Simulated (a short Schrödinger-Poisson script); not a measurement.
Structure: gated In0.52Al0.48As/In0.53Ga0.47As δ-doped gas in a quantum well, at 300 K.

```tsv
layer	material	thickness (nm)	Na (cm⁻³)
1	In0.52Al0.48As	30	-
2	In0.52Al0.48As	2	-
3	In0.53Ga0.47As	8	-
4	In0.52Al0.48As	4000	7e15
```

Constants are typed, rounded textbook-type inputs, not results; the design itself was drawn at random and stands for no fabricated device. In0.52Al0.48As: permittivity 12.5, conduction-band edge (eV) 0.52, gap (eV) 1.45, electron mass (mₑ) 0.075, Nv at 300 K (cm⁻³) 1.1e19. In0.53Ga0.47As: permittivity 13.9, conduction-band edge (eV) 0, gap (eV) 0.74, Nv at 300 K (cm⁻³) 7.7e18.

Channel valleys (confinement mass, in-plane density-of-states mass, number): Γ 0.041, 0.041, 1. At the gate the conduction-band edge of layer 1 lies 0.65 eV − eVg above the Fermi level of the channel; the field vanishes at the back. Sheet of ionised δ-doping: +3.7e12 e/cm² at 30 nm from the gate. The barrier under the gate holds no holes. Gaps are held at their typed values at every temperature. Mesh 0.08 nm at interfaces.

From a short Schrödinger-Poisson script (our own, NumPy): 1D Poisson equation in equilibrium, electrons quantum, Hartree (BenDaniel-Duke, 40 states a valley, the channel's in-plane mass for all, wave functions free to enter the barrier), parabolic valleys, classical holes, full ionisation, no traps, pinning or gate leakage.

The same stack at other levels of the model or other numerical settings:

| run | sheet density of all electrons at Vg = 0.4 V (cm⁻²) | sheet density of all electrons at Vg = -1.1 V (cm⁻²) | capacitance at Vg = 0.4 V (μF/cm²) | centroid of the channel electrons at Vg = 0.4 V (nm) | rough cost against the base |
|---|---|---|---|---|---|
| base | 3.03e12 | 3.33e11 | 0.305 | 3.31 | about 1 |
| electrons treated as classical, Boltzmann | ___ | ___ | 0.336 | ___ | 0.03 |
| electrons treated as classical, Fermi-Dirac | 3.07e12 | 3.97e11 | 0.301 | 3.29 | 0.1 |
| electrons treated as quantum, Hartree plus LDA exchange-correlation | 3.07e12 | 3.49e11 | 0.305 | 3.29 | 1 |
| mesh six times as coarse | 3.03e12 | 3.31e11 | 0.305 | 3.29 | 0.3 |
| one subband a valley | 3.02e12 | 3.33e11 | 0.295 | 3.28 | 0.2 |

### Question
Some entries are withheld; supply them.

### Answer

- electrons treated as classical, Boltzmann, sheet density of all electrons at Vg = -1.1 V (cm⁻²): 4.45e11
- electrons treated as classical, Boltzmann, centroid of the channel electrons at Vg = 0.4 V (nm): 1.66
- electrons treated as classical, Boltzmann, sheet density of all electrons at Vg = 0.4 V (cm⁻²): 3.49e12

The classical rows ignore confinement, and Boltzmann statistics overrate the density once the band edge passes the Fermi level.

Above a few 1e12 electrons/cm² a light Γ valley is non-parabolic and upper valleys begin to fill, which the model leaves out.
